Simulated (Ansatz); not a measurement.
# rock-salt NbN (1 1 0) on rock-salt PbS (1 1 0) (film strained to the substrate, started from cuts of the bulks and a machine-learned relaxation; slabs Pb8S8 and N12Nb12, which can lie off the formulas)

A periodic stack without vacuum, rock-salt NbN (1 1 0) on rock-salt PbS (1 1 0) (film strained to the substrate, started from cuts of the bulks and a machine-learned relaxation; slabs Pb8S8 and N12Nb12, which can lie off the formulas): substrate slab Pb8S8, film N12Nb12, surface cells [[0, -1], [1, -1]] and [[1, 0], [1, 2]], film strained by -3.9 and -3.9 %, outermost planes PbS/PbS and NNb/NNb as cut, which need not be the usual terminations and can put a slab off its formula.

The start was prepared with a machine-learned potential, and the result is one local minimum, with the in-plane cell held and forces under 0.04 eV/Å; the film can end far from its bulk form.

Level of theory: PBE (plane waves to 420 eV, PAW; Ansatz, an electronic-structure program). Spin–orbit coupling is left out; the runs are not spin-polarised. Its k-point mesh 8×5×1, Fermi–Dirac width 0.05 eV.

* **interface area**: 25.5 Å²
* **period**: 28.57 Å
* **heights between the nearest atoms of the two slabs at the two interfaces**: 2.00 and 2.03 Å
* **Nb–Pb contacts across the interfaces within 1.22 times the sum of covalent radii**: 10, mean 3.43 Å
* **N–Pb contacts across the interfaces within 1.22 times the sum of covalent radii**: 4, mean 2.52 Å
* **Nb–S contacts across the interfaces within 1.22 times the sum of covalent radii**: 4, mean 2.49 Å

```
CELL_PARAMETERS angstrom
      4.24273    -0.00068    -0.22587
      4.24198     6.00773    -0.25894
     -1.87238    -1.65863    28.71748
ATOMIC_POSITIONS crystal
  Pb 0.66180 0.99874 0.12429
  Pb 0.98952 0.48419 0.02426
  Pb 0.74877 0.03429 0.27674
  Pb 0.70421 0.51186 0.19552
  Pb 0.81924 0.08009 0.42790
  Pb 0.77589 0.55730 0.34753
  Pb 0.50097 0.12305 0.59770
  Pb 0.85914 0.59623 0.50028
  S  0.98811 0.98656 0.02457
  S  0.18298 0.48251 0.13079
  S  0.19399 0.00641 0.18952
  S  0.25009 0.53533 0.28091
  S  0.27459 0.05594 0.34260
  S  0.33067 0.58450 0.43413
  S  0.34643 0.10341 0.49230
  S  0.49499 0.62706 0.59799
  N  0.78014 0.90313 0.66801
  N  0.29924 0.38651 0.67083
  N  0.57613 0.65544 0.72786
  N  0.05152 0.17702 0.72503
  N  0.33934 0.43256 0.77844
  N  0.86606 0.91081 0.78457
  N  0.15627 0.16554 0.84134
  N  0.61513 0.70510 0.83923
  N  0.91152 0.95302 0.89415
  N  0.42025 0.44832 0.89868
  N  0.70963 0.70048 0.95121
  N  0.18340 0.22677 0.95141
  Nb 0.05939 0.66527 0.71930
  Nb 0.57870 0.15109 0.72651
  Nb 0.29328 0.89332 0.67178
  Nb 0.76794 0.41567 0.66871
  Nb 0.61719 0.20030 0.83583
  Nb 0.15486 0.66492 0.83884
  Nb 0.85963 0.42004 0.78836
  Nb 0.33189 0.94167 0.78032
  Nb 0.17778 0.73434 0.95334
  Nb 0.71357 0.19915 0.95325
  Nb 0.42396 0.94804 0.90312
  Nb 0.91695 0.44636 0.89213
```
